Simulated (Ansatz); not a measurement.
Here is the system:

```
CELL_PARAMETERS angstrom
      3.90616     0.00000     0.00000
      0.00000     3.90616     0.00000
      0.00000     0.00000     4.84447
ATOMIC_POSITIONS crystal
  Sn 0.50000 0.00000 0.76453
  Sn 0.00000 0.50000 0.23547
  O  0.50000 0.50000 0.00000
  O  0.00000 0.00000 0.00000
```

No spin polarisation.

Calculations: Kohn–Sham DFT with the PBE-D3(BJ) functional, run in Ansatz (a quantum-chemistry and plane-wave program) with PAW and 420 eV plane waves, scalar-relativistic without spin-orbit coupling. Γ-centred 12×12×10 mesh, Fermi–Dirac width 0.05 eV.

### Question
Predict the band gap.

### Answer
0.41 eV.

### Question
What gap character does the calculation give?

### Answer
Indirect, k = (0.083, 0.083, 0) in the run's primitive reciprocal basis → M.

### Question
Estimate the space group.

### Answer
P4/nmm (No. 129).

The cells carry an imposed strain or load. No phonon test of stability was made. The cell was made from SnO (space group P4/nmm, No. 129; layered, stacked along the Cartesian z axis) by this change: isotropic strain +1.80 %.
